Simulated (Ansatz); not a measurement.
Structures of equal composition on the (0001) surface of 4H silicon carbide (Si plane on top): (√3x√3)R30° Ga adatom at H3; (√3x√3)R30° Ga adatom at T4. The slabs share one bottom face, and each structure is named by its start. These are constructed structures in small cells; real faces may alloy, dewet or reconstruct in larger ones, and not all known structures of the face are among them. Slabs of about 10 Å with all that they carry, Fermi-Dirac smearing of 0.025 eV. Bottom of the slabs: H caps. Relaxed from the named starts with such symmetry as they have, on meshes of like density; energies extrapolated to zero smearing; no spin-orbit coupling, no U. Spin-polarised runs, if any, are marked in brackets, and their order is one that fits the cell; the others ran without spin. Where a second, spin-polarised start was run, the lower counts.

Host crystal: 4H silicon carbide, with a band gap (PBE, scalar-relativistic without spin-orbit coupling).

The numbers are results of r2SCAN, at the PBE geometry (plane waves to 500 eV, PAW; Ansatz, a quantum-chemistry and plane-wave program), not measurements.

### Question
Put the candidates in order of energy per 1x1 cell, lowest first, for r2SCAN, at the PBE geometry.

### Answer
(√3x√3)R30° Ga adatom at T4 (0.000 eV, gap 1.89 eV on the mesh), (√3x√3)R30° Ga adatom at H3 (0.201 eV, gap 1.42 eV on the mesh)
